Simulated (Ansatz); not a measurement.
Functionals compared on a constructed model of the (111) surface of fcc Au, a pseudomorphic layer of Re in the host's stacking (bottom of the slab: a bare face, its two planes held), in Ansatz (plane waves, PAW). The structure was relaxed with PBE; the other rows are single points on it. Cutoff 420 eV (500 eV for r2SCAN).

Slab: 7 atoms, 14.5 Å thick at the start; k 15x15x1, smearing 0.1 eV, dipole-corrected; 2 atoms held, the rest relaxed; start symmetry kept, larger cells not searched; no spin, no spin-orbit, no U. In PBE it is, or lies within 0.01 eV a 1x1 cell of, the lowest of the 2 structures of its composition computed so far; larger cells were not tried. These notes are the PBE run's.

```
functional  work function of the top face (eV)          rough cost of the single point
----------  ----------------------------------  --------------------------------------
PBE                                       5.60                                       –
RPBE                                      5.47                 roughly 50 core-seconds
r2SCAN                              (withheld)  about 80 core-seconds (a rough figure)
```

Q: Complete the blanks.

A: 
- r2SCAN, work function of the top face (eV): 5.73

Ansatz is a quantum-chemistry and plane-wave program.
